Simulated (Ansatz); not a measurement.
ZrIr (model structure, Fm-3m, No. 225, 2 atoms in the cell)

These are LDA (Ansatz, a program for electronic structure, PAW) values and carry that method's errors.

Numerical settings: plane-wave cutoff 520 eV, 18×18×18 k mesh, Fermi–Dirac smearing 0.05 eV, no spin polarisation, scalar-relativistic PAW data made under PBE.

Cell (relaxed at this level):

```
IrZr
1.0
    0.00000     2.66273     2.66273
    2.66273     0.00000     2.66273
    2.66273     2.66273     0.00000
Ir Zr
1 1
Direct
  0.00000   0.00000   0.00000
  0.50000   0.50000   0.50000
```

```json
{
 "bulk_modulus": "180 GPa"
}
```

Note: the run has no spin polarisation, so it can have missed a magnetic state; the bulk modulus is −V dP/dV from two relaxed cells at ±2 % in volume; the relaxation could raise the start's symmetry but not lower it, so the cell can be a saddle point.

Spin–orbit coupling is not included.

Computed values are for the static lattice.

Cost on a shared machine: around 40 core-seconds (rough).

A model structure was made by putting elements into a prototype or built by hand; it is no filed structure, need not be a known phase, and can be a saddle point held by its symmetry.
